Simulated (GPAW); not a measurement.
**Worked example: self-consistent single point of NaF (Fm-3m, 2 atoms in the cell) in GPAW**

Computed with PBE, GPAW PAW datasets PBE (gpaw-data 1.0.1) (plane waves; GPAW).

Input:

```python
from ase import Atoms
from ase.units import GPa
from gpaw import GPAW

atoms = Atoms(['Na', 'F'],
              cell=[[0.000000, 2.290467, 2.290467],
                    [2.290467, 0.000000, 2.290467],
                    [2.290467, 2.290467, 0.000000]],
              positions=[[0.000000, 0.000000, 0.000000],
                         [2.290467, 2.290467, 2.290467]],
              pbc=True)

calc = GPAW(mode={'name': 'pw', 'ecut': 950},
            xc='PBE',
            kpts={'size': (6, 6, 6), 'gamma': True},
            occupations={'name': 'fermi-dirac', 'width': 0.02},
            nbands=-8,
            convergence={'forces': 0.001, 'bands': -6},
            symmetry={'symmorphic': False, 'tolerance': 0.0005},
            maxiter=100,
            txt='-')

atoms.calc = calc

energy = atoms.get_potential_energy()
print('Energy (eV):', round(energy, 6))
forces = atoms.get_forces()
print('Forces (eV/Ang):')
print(forces.round(5))
stress = atoms.get_stress()
print('Stress (GPa, Voigt):', (stress / GPa).round(4))
```

Output, abridged:

```
Input parameters:
  convergence: {bands: -6,
                forces: 0.001}
  kpts: {gamma: True,
         size: (6, 6, 6)}
  maxiter: 100
  mode: {ecut: 950,
         name: pw}
  nbands: -8
  occupations: {name: fermi-dirac,
                width: 0.02}
  symmetry: {symmorphic: False,
             tolerance: 0.0005}
  xc: PBE

species:
  Na:
    name: Sodium
    Z: 11.0
    valence: 7
    core: 4
    charge: 0.0
    file: Na.PBE.gz

    # Using partial waves for Na as LCAO basis

  F:
    name: Fluorine
    Z: 9.0
    valence: 7
    core: 2
    charge: 0.0
    file: F.PBE.gz

    # Using partial waves for F as LCAO basis

Reference energy: -7132.691283  # eV

Spin-paired calculation

Convergence criteria:
 Maximum [total energy] change in last 3 cyles: 0.0005 eV / valence electron
 Maximum integral of absolute [dens]ity change: 0.0001 electrons / valence electron
 Maximum integral of absolute [eigenst]ate change: 4e-08 eV^2 / valence electron
 Maximum change in the atomic [forces] across last 2 cycles: 0.001 eV/Ang OR
Maximum error relative to the maximum force is below inf
 Maximum number of scf [iter]ations: 100

Symmetries present (total): 48
Symmetries with fractional translations: 0
216 k-points: 6 x 6 x 6 Monkhorst-Pack grid + [1/12,1/12,1/12]
16 k-points in the irreducible part of the Brillouin zone
       k-points in crystal coordinates                weights
   0:     0.00000000    0.00000000    0.00000000          1/216
   1:     0.16666667    0.16666667    0.00000000          6/216
   2:     0.16666667    0.16666667    0.16666667          8/216
   [... 7 lines left out ...]
          ...
  15:     0.50000000    0.50000000    0.50000000          4/216

Wave functions: Plane wave expansion
  Cutoff energy: 950.000 eV
  Number of coefficients (min, max): 1568, 1639
  Pulay-stress correction: 0.000000 eV/Ang^3 (de/decut=0.000000)

Occupation numbers: Fermi-Dirac:
  width: 0.0200  # eV

Eigensolver

Densities:
  Coarse grid: 24*24*24 grid
  Fine grid: 48*48*48 grid
  Total Charge: 0.000000

Density mixing:
  Method: separate
  Backend: pulay
  Linear mixing parameter: 0.05
  old densities: 5
  Damping of long wavelength oscillations: 50

Hamiltonian:
  XC and Coulomb potentials evaluated on a 48*48*48 grid
  External potential:
    NoExternalPotential

XC parameters: PBE with 2 nearest neighbor stencil

Number of atoms: 2
Number of atomic orbitals: 11
Number of bands in calculation: 15
Number of valence electrons: 14
Bands to converge: 9

Density initialized from atomic densities
  11 bands from LCAO basis set
  4 bands from random numbers

Atomic positions and initial magnetic moments

Positions:
   0 Na     0.000000    0.000000    0.000000    ( 0.0000,  0.0000,  0.0000)
   1 F      2.290467    2.290467    2.290467    ( 0.0000,  0.0000,  0.0000)

Unit cell:
           periodic     x           y           z      points  spacing
  1. axis:    yes    0.000000    2.290467    2.290467    24     0.1102
  2. axis:    yes    2.290467    0.000000    2.290467    24     0.1102
  3. axis:    yes    2.290467    2.290467    0.000000    24     0.1102

  Lengths:   3.239209   3.239209   3.239209
  Angles:   60.000000  60.000000  60.000000

Effective grid spacing dv^(1/3) = 0.1202

     iter     time        total  log10-change:
                         energy   eigst   dens  force
iter:   1 --:--:--    -9.022341   +1.16
iter:   2 --:--:--    -8.900900   -0.37  -1.24
iter:   3 --:--:--    -8.572848   -1.13  -1.28
iter:   4 --:--:--    -8.564126   -2.83  -1.49
iter:   5 --:--:--    -8.570745   -2.95  -1.76
iter:   6 --:--:--    -8.581917   -2.56  -2.75
iter:   7 --:--:--    -8.570964   -2.58  -2.22
iter:   8 --:--:--    -8.570407   -3.69  -2.85
iter:   9 --:--:--    -8.570323c  -4.58  -3.27
iter:  10 --:--:--    -8.570306c  -4.76  -3.51
iter:  11 --:--:--    -8.570302c  -6.08  -3.88
iter:  12 --:--:--    -8.570301c  -7.95c -4.87c
iter:  13 --:--:--    -8.570301c  -8.79c -4.91c -22.84c

Converged after 13 iterations.

Dipole moment: (0.000000, -0.000000, -0.000000) |e|*Ang

Energy contributions relative to reference atoms: (reference = -7132.691283)

Kinetic:        +12.831909
Potential:      -11.679549
External:        +0.000000
XC:              -9.686899
Entropy (-ST):   -0.000000
Local:           -0.035763
SIC:             +0.000000
--------------------------
Free energy:     -8.570301
Extrapolated:    -8.570301

Showing only first 2 kpts
 Kpt  Band  Eigenvalues  Occupancy
  0     5     -1.57163    2.00000
  0     6     -1.57163    2.00000
  0     7      4.95019    0.00000
  0     8     17.70021    0.00000

  1     5     -1.68473    2.00000
  1     6     -1.68472    2.00000
  1     7      6.18957    0.00000
  1     8     14.95587    0.00000

Fermi level: 0.21279

Gap: 6.522 eV
Transition (v -> c):
  (s=0, k=0, n=6, [0.00, 0.00, 0.00]) -> (s=0, k=0, n=7, [0.00, 0.00, 0.00])
No difference between direct/indirect transitions
Energy (eV): -8.570301

Forces in eV/Ang:
  0 Na    0.00000   -0.00000   -0.00000
  1 F    -0.00000    0.00000    0.00000

Stress tensor:
    -0.019413    -0.000000    -0.000000
    -0.000000    -0.019413     0.000000
    -0.000000     0.000000    -0.019413
Stress (GPa, Voigt): [-3.1103 -3.1103 -3.1103  0.     -0.     -0.    ]
```

The run converged in 13 iterations. GPAW prints stress with tension positive.

At such cutoffs GPAW's stress carries a finite-basis (Pulay) error, which enters relaxed cells too; its log prints stress with tension positive.

The starting cell comes from a database of computed structures (which also holds hypothetical and non-ambient phases and stackings), without a prior relaxation at this level. Its lattice was rescaled by a random factor within 2.5 % of one.
